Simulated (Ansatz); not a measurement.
**tetragonal MoSi2 (1 1 0) on rock-salt PbTe (1 1 1) (film strained to the substrate, started from cuts of the bulks and a machine-learned relaxation; slabs Pb4Te4 and Mo4Si8, which can lie off the formulas)**

A periodic stack without vacuum, tetragonal MoSi2 (1 1 0) on rock-salt PbTe (1 1 1) (film strained to the substrate, started from cuts of the bulks and a machine-learned relaxation; slabs Pb4Te4 and Mo4Si8, which can lie off the formulas): substrate slab Pb4Te4, film Mo4Si8, surface cells [[0, 1], [-1, 0]] and [[-1, -1], [1, 0]], film strained by +2.1 and +2.2 %, outermost planes Te/Pb and MoSi/MoSi as cut, which need not be the usual terminations and can put a slab off its formula.

The start was prepared with a machine-learned potential, and the result is one local minimum, with the in-plane cell held and forces under 0.04 eV/Å; the film can end far from its bulk form.

All values below come from PBE (plane waves to 420 eV, PAW; Ansatz, a first-principles code). Scalar-relativistic, without spin–orbit coupling; the runs are not spin-polarised. Its k-point mesh 8×8×1, Fermi–Dirac width 0.05 eV.

The interface area is 18.7 Å² and the period is 25.45 Å. The heights between the nearest atoms of the two slabs at the two interfaces comes out as 2.70 and 2.79 Å and the Mo–Pb contacts across the interfaces within 1.22 times the sum of covalent radii is 1, mean 2.80 Å. The Mo–Te contacts across the interfaces within 1.22 times the sum of covalent radii is 1, mean 2.80 Å.

```
CELL_PARAMETERS angstrom
      4.64657    -0.00011     0.02303
     -2.32264     4.02011    -0.20433
      1.09149     0.47509    25.45795
ATOMIC_POSITIONS crystal
  Pb 0.35148 0.67916 0.11870
  Pb 0.66353 0.36989 0.27248
  Pb 0.97697 0.06549 0.42471
  Pb 0.28012 0.76116 0.57380
  Te 0.69982 0.33240 0.05530
  Te 0.00890 0.02363 0.20791
  Te 0.32075 0.71861 0.36069
  Te 0.62958 0.41434 0.51179
  Mo 0.26663 0.77039 0.68371
  Mo 0.75182 0.28661 0.76993
  Mo 0.23735 0.80289 0.85755
  Mo 0.72302 0.31962 0.94536
  Si 0.92667 0.10762 0.68019
  Si 0.60518 0.43134 0.68005
  Si 0.41734 0.62085 0.76853
  Si 0.08689 0.95169 0.76835
  Si 0.90132 0.13820 0.85856
  Si 0.57269 0.46731 0.85835
  Si 0.38454 0.65538 0.94534
  Si 0.05948 0.98016 0.94568
```
